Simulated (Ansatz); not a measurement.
The starting structures come from a database of crystals and need not be the phases stable at ambient conditions.

 Where the default PAW files enter, the runs use the earlier of Ansatz's two default sets.

Inside the gap of an insulator the Bloch states are evanescent, with a wavenumber k + iκ along the transport direction.

Data:

```xyz
12
Lattice="4.2370 0.0000 0.0000 0.0000 5.7646 0.0000 0.0000 0.0000 4.2370" Properties=species:S:1:pos:R:3 pbc="T T T"
Na     2.1185     2.8823     2.1185
Na     0.0000     0.0000     0.0000
B      2.1185     0.0000     2.1185
B      0.0000     2.8823     0.0000
H      2.1185     0.7001     1.1175
H      1.1175     5.0645     2.1185
H      2.1185     0.7001     3.1196
H      3.1196     5.0645     2.1185
H      0.0000     2.1822     3.2360
H      1.0011     3.5824     0.0000
H      4.2370     2.1822     1.0011
H      3.2360     3.5824     4.2370
```

Space group of this cell: P4_2/nmc. The cell was relaxed by PBE-D3(BJ).

Transport runs along the normal of the first two printed cell vectors, the (100) plane of the conventional cell.

The gap is the functional's own, uncorrected, and κ follows it; spin-orbit coupling is left out. Mid-gap values are interpolated between the computed energies.

Predict the band gap and the smallest decay constant κ at mid-gap from Ansatz (a quantum-chemistry and plane-wave program) with r2SCAN.

Gap 6.79 eV on a 8×6×8 mesh; κ = 0.412 1/Å, at (0.000, 0.500) of the in-plane reciprocal vectors. At the zone centre, at the nearest computed energy, the slowest state has κ = 0.46 1/Å.
